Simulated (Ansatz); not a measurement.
# Input and output of a self-consistent single point for BaLi2Mg2Si2 (R3m, 7 atoms in the cell) (Ansatz)

Computed with LDA (PW92), default PAW files made with PBE (plane waves; Ansatz, a quantum-chemistry and plane-wave program).

Input:

Ansatz 0.2 input:
```yaml
crystal:
  lattice:
    - [2.28347900, 1.31836700, 8.69510600]
    - [-2.28347900, 1.31836700, 8.69510600]
    - [0.00000000, -2.63673400, 8.69510600]
  atoms:
    - { symbol: Ba, position: [0.00191700, 0.00191700, 0.00191700] }
    - { symbol: Li, position: [0.57044300, 0.57044300, 0.57044300] }
    - { symbol: Li, position: [0.42955700, 0.42955700, 0.42955700] }
    - { symbol: Mg, position: [0.86432700, 0.86432700, 0.86432700] }
    - { symbol: Mg, position: [0.13567300, 0.13567300, 0.13567300] }
    - { symbol: Si, position: [0.75789700, 0.75789700, 0.75789700] }
    - { symbol: Si, position: [0.24210300, 0.24210300, 0.24210300] }
basis:
  ecutwfc: 30.9 Ry
kpoints:
  mp_grid:
    grid: [8, 8, 8]
hamiltonian:
  xc: lda
  pseudopotentials:
    kind: paw
scf:
  occupations:
    method: fermi_dirac
    width: 0.0073 Ry
output:
  forces: true
  eigenvalues: true
  stress: true
```

Output, abridged:

```
WARN ansatz: RAYON_NUM_THREADS=1 ignored (pool sized by the plan → 1); use --threads N
basis.fft_grid_basis auto: the FFT boxes are laid along the combinations [[1, 0, -1], [0, 1, -1], [0, 0, 1]] of the cell's own vectors, 4.567, 4.567 and 9.086 …
Pseudopotentials: kind: paw
Pseudopotential: Ba, paw, valence charge 10
Pseudopotential: Li, paw, valence charge 3
Pseudopotential: Mg, paw, valence charge 10
Pseudopotential: Si, paw, valence charge 4
Crystal: 7 atoms, lattice volume = 157.058 Å³
Basis set: ecut = 420.4159175005146 eV, 3101 PW (Γ), FFT grids on a1−a3, a2−a3, a3
Bands: 29, of which v1, the nominal top of the filled ones, is band 22 counted from 1 (21 counted from 0)
Symmetry: 6 space group operations
Space group: R3m (ITA 160), of the structure as read, at distance tolerance 5.4e-5 Å
k-points: 65 of 512 (time reversal used)
PAW frozen core: Ba, regenerated for the run's functional, and the local potential with it
PAW frozen core: Mg, regenerated for the run's functional, and the local potential with it
PAW frozen core: Si, regenerated for the run's functional, and the local potential with it
Initial density: superposition of atomic densities (neutral atoms: chi_scale 0, normalization atom), corrected by the library's trained network
Initial wavefunctions: pseudopotential atomic-orbital guess
Eigensolver: davidson
Functional: x = slater, c = lda
SCF iter   1: F=—  HF=-11205.800813 eV  |F-HF|=—  |Δ(HF+E_count)|=         —  Δρ=5.33e-3  dr2=3.59e-2  ethr=1.77e-3  ⟨swp⟩=8.1  Hψ=9846  notcnv=0
all-band conjugate gradients solve this SCF's bands
preconditioner: auto → Kerker (q_TF=auto, 2.207 Å⁻¹)
SCF iter   2: F=—  HF=-11205.783200 eV  |F-HF|=—  |Δ(HF+E_count)|=   1.76e-2  Δρ=2.77e-3  dr2=1.66e-2  ethr=8.15e-5  ⟨swp⟩=2.7  Hψ=3635  notcnv=0
SCF iter   3: F=—  HF=-11205.778285 eV  |F-HF|=—  |Δ(HF+E_count)|=   4.92e-3  Δρ=7.21e-4  dr2=1.18e-3  ethr=3.78e-5  ⟨swp⟩=2.1  Hψ=3130  notcnv=0
SCF iter   4: F=—  HF=-11205.778084 eV  |F-HF|=—  |Δ(HF+E_count)|=   2.01e-4  Δρ=1.98e-4  dr2=1.26e-4  ethr=2.69e-6  ⟨swp⟩=1.1  Hψ=1889  notcnv=0
SCF iter   5: F=—  HF=-11205.778074 eV  |F-HF|=—  |Δ(HF+E_count)|=   9.85e-6  Δρ=4.18e-5  dr2=8.95e-6  ethr=2.85e-7  ⟨swp⟩=2.0  Hψ=2279  notcnv=0
SCF iter   6: F=—  HF=-11205.778140 eV  |F-HF|=—  |Δ(HF+E_count)|=   6.61e-5  Δρ=1.20e-5  dr2=1.41e-6  ethr=2.03e-8  ⟨swp⟩=1.8  Hψ=2213  notcnv=0
SCF iter   7: F=—  HF=-11205.778140 eV  |F-HF|=—  |Δ(HF+E_count)|=   1.46e-7  Δρ=3.96e-6  dr2=2.05e-7  ethr=3.21e-9  ⟨swp⟩=1.7  Hψ=2087  notcnv=0
SCF iter   8: F=-11205.778140 eV  HF=-11205.778140 eV  |F-HF|=5.57e-9  |Δ(HF+E_count)|=   3.04e-8  Δρ=8.65e-7  dr2=7.18e-9  ethr=2.27e-10  ⟨swp⟩=5.4  Hψ=8128  notcnv=0
SCF 1 converged in 8 iterations: F = -11205.778140 eV  dr2 = 7.18e-9
SCF converged after 8 iterations
Free energy (F): -11205.778140 eV
Harris-Foulkes:  -11205.778140 eV  (|F-HF|=5.57e-9)
Internal energy: -11205.740564 eV  (E = F + TS)
E sigma→0 (E₀):  -11205.759352 eV
Entropy (-TS):   -0.037576 eV (-5.368 meV/atom)
Fermi energy:    5.746803 eV
--- Per-component energies (eV) ---
  E_band       = -921.110221
  E_kinetic    = 442.402413
  E_local      = -4375.698557  (includes V_loc(G=0)·N_el)
  E_nonlocal   = 240.238479
  E_hartree    = 1613.366426
  E_xc         = -353.897105
  E_vxc        = -330.818381  (∫ρ·V_xc dr)
  E_paw        = -6608.960778  (= ΣΔE_a)
  E_vpaw       = -123.968346  (= ΣTr[D̂ρ^β])
  E_aug_tail   = 0.000031  (compensation charges beyond the density's cutoff)
  E_ewald      = -2163.943609
  E_core_change = 0.752136  (= ΣΔE_core)
  E_smearing   = -0.037576  (= −TS)
  E_closure    = -0.000000  (closes the sum)
  Σ components = -11205.778140   (vs F -11205.778140, Δ=0.00e0)
--- Forces (eV/Å), atoms counted from 1 ---
  atom   1  Ba    -0.00000000     0.00000000    -0.20495818
  atom   2  Li     0.00000000     0.00000000     0.01551544
  atom   3  Li     0.00000000    -0.00000000     0.04756243
  atom   4  Mg     0.00000000    -0.00000000     0.06658672
  atom   5  Mg     0.00000000     0.00000000     0.08744206
  atom   6  Si     0.00000000    -0.00000000    -0.00786170
  atom   7  Si     0.00000000     0.00000000    -0.00429954
  max |Σ_I F_I| component: 1.28e-5 eV/Å
--- Stress (GPa, compression-positive) ---
       -2.481016       0.000000       0.000000
        0.000000      -2.481016       0.000000
        0.000000       0.000000      -2.051844
  P = ⅓ Tr σ = -2.3380 GPa (-23.380 kbar)
  The stress holds the Pulay correction. Without it, at fixed plane waves, as pw.x and ABINIT print it: P = -2.3497 GPa
--- Band table (eV; the first three rows and the last of 65) ---
  k-point 0: bands = ["-69.2896", "-69.2633", "-39.2892", "-39.2418", "-36.7198", "-36.7198", "-36.7119", "-36.6914", "-36.6914", "-36.6841", "-22.2007", "-7.4961", "-7.2437", "-7.2437", "-2.3420", "-1.1189", "2.0807", "5.3077", "5.3077", "5.5681", [...]
  k-point 1: bands = ["-69.2896", "-69.2633", "-39.2891", "-39.2418", "-36.7199", "-36.7199", "-36.7121", "-36.6913", "-36.6913", "-36.6840", "-22.1975", "-7.4829", "-7.2980", "-7.2554", "-2.2304", "-1.0914", "2.2467", "4.6079", "5.0393", "5.1351", [...]
  k-point 2: bands = ["-69.2896", "-69.2633", "-39.2891", "-39.2418", "-36.7201", "-36.7200", "-36.7125", "-36.6912", "-36.6910", "-36.6838", "-22.1897", "-7.4517", "-7.4232", "-7.2832", "-1.9297", "-1.0094", "2.5945", "3.5908", "4.0118", "4.5605", [...]
  k-point 64: bands = ["-69.2896", "-69.2633", "-39.2892", "-39.2418", "-36.7198", "-36.7198", "-36.7119", "-36.6914", "-36.6914", "-36.6841", "-22.2007", "-7.4988", "-7.2437", "-7.2437", "-2.0960", "-1.5230", "2.9329", "3.8588", "5.5173", "5.5173", [...]
```

The run converged in 8 iterations.

The starting cell comes from a database of computed structures (which also holds hypothetical and non-ambient phases and stackings), without a prior relaxation at this level. Its lattice was rescaled by up to half a per cent. One atom was moved a little off its site on purpose. Ansatz's pressure includes its estimate of the finite-basis (Pulay) stress.
